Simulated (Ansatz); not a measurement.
Input and output of a zone-centre phonon calculation for Ge (Imma, 2 atoms in the cell) (Ansatz, a quantum-chemistry and plane-wave program).

Computed with LDA (PW92), default PAW files made with PBE (plane waves; Ansatz).

```
CELL_PARAMETERS angstrom
     -2.50838     2.66412     1.44413
      2.50838    -2.66412     1.44413
      2.50838     2.66412    -1.44413
ATOMIC_POSITIONS crystal
  Ge 0.18594 0.93594 0.25000
  Ge 0.81406 0.06406 0.75000
```

Reference input (self-consistent single point, DFT, LDA (PW92), plane waves, default PAW files made with PBE): basis.ecutwfc = 420 eV; kpoints.mp_grid.grid = 13 13 13; hamiltonian.xc = lda; hamiltonian.pseudopotentials = {kind: paw} (the program's default PAW files); scf.occupations.method = fermi_dirac; scf.occupations.width = 0.1 eV. This run's input differs from it in these lines:

```diff
@@ -18,6 +18,5 @@
   occupations: { method: fermi_dirac, width: 0.1 }
-output:
-  forces: true
-  eigenvalues: true
-  stress: true
+  convergence: { dr2_threshold: 1.0e-07 eV }
+phonons:
+  method: dfpt
```

Log, with long lists cut:

```
SCF iter   1: F=—  HF=-8431.033266 eV  |F-HF|=—  |Δ(HF+E_count)|=         —  Δρ=5.37e-3  dr2=4.88e-3  ethr=1.77e-3  ⟨swp⟩=5.1  Hψ=25317  notcnv=0
all-band conjugate gradients solve this SCF's bands
preconditioner: auto → Kerker (q_TF=auto, 2.586 Å⁻¹)
SCF iter   2: F=—  HF=-8431.031021 eV  |F-HF|=—  |Δ(HF+E_count)|=   2.24e-3  Δρ=2.99e-3  dr2=2.08e-3  ethr=1.74e-5  ⟨swp⟩=2.9  Hψ=13637  notcnv=0
SCF iter   3: F=—  HF=-8431.030390 eV  |F-HF|=—  |Δ(HF+E_count)|=   6.31e-4  Δρ=8.01e-4  dr2=1.93e-4  ethr=7.44e-6  ⟨swp⟩=1.4  Hψ=6517  notcnv=0
SCF iter   4: F=—  HF=-8431.030291 eV  |F-HF|=—  |Δ(HF+E_count)|=   9.94e-5  Δρ=2.36e-4  dr2=1.33e-5  ethr=6.89e-7  ⟨swp⟩=2.0  Hψ=10558  notcnv=0
SCF iter   5: F=—  HF=-8431.030284 eV  |F-HF|=—  |Δ(HF+E_count)|=   6.32e-6  Δρ=6.05e-5  dr2=6.33e-7  ethr=4.77e-8  ⟨swp⟩=2.0  Hψ=10993  notcnv=0
SCF iter   6: F=-8431.030284 eV  HF=-8431.030284 eV  |F-HF|=2.25e-8  |Δ(HF+E_count)|=   4.58e-7  Δρ=1.15e-5  dr2=5.19e-8  ethr=3.57e-10  ⟨swp⟩=8.0  Hψ=39829  notcnv=0
SCF 1 converged in 6 iterations: F = -8431.030284 eV  dr2 = 5.19e-8
DFPT response loops at Γ: preconditioner auto → Kerker (q_TF=auto, 2.586 Å⁻¹) (partly filled bands, converged f_vac=0.000) …
Free energy (F): -8431.030284 eV
Internal energy: -8431.004279 eV  (E = F + TS)
E sigma→0 (E₀):  -8431.017281 eV
Entropy (-TS):   -0.026005 eV (-13.003 meV/atom)
Fermi energy:    10.223295 eV
--- Phonons (Γ-DFPT): 3 representative perturbations + reference, on 343 of 2197 k-points (Σ response iterations 14) ---
  k mesh reduced under 4 symmetry operations, with k and −k counted as one. Each operation leaves every solved displacement unchanged or reverses it
  ASR residual: 1.057e-3 → 0.000e0 eV/Å²; symmetrization residual: 1.140e-12 eV/Å²
  ASR residual per site (eV/Å²): 1.06e-3 1.06e-3
  Γ frequencies (cm⁻¹): 0.00 0.00 0.00 50.46 121.21 151.60
  non-analytic LO–TO correction: not included (Born effective charges unavailable; polar crystals: no LO–TO splitting at Γ)
```

The run converged in 6 iterations. 

Summary of the result:
- Free energy E − TS (on the zero of these files) = -8431.0303 eV
- Fermi level (on the code's own zero) = 10.22 eV
- Zone-centre frequencies (cm⁻¹; negative means imaginary) = 0, 0, 0, 50, 121, 152

The starting cell comes from a database of computed structures (which also holds hypothetical and non-ambient phases and stackings), without a prior relaxation at this level. Its lattice was rescaled by up to half a per cent.

Cost on one core of a shared machine: roughly 70 s.

Keys are those of Ansatz 0.2.
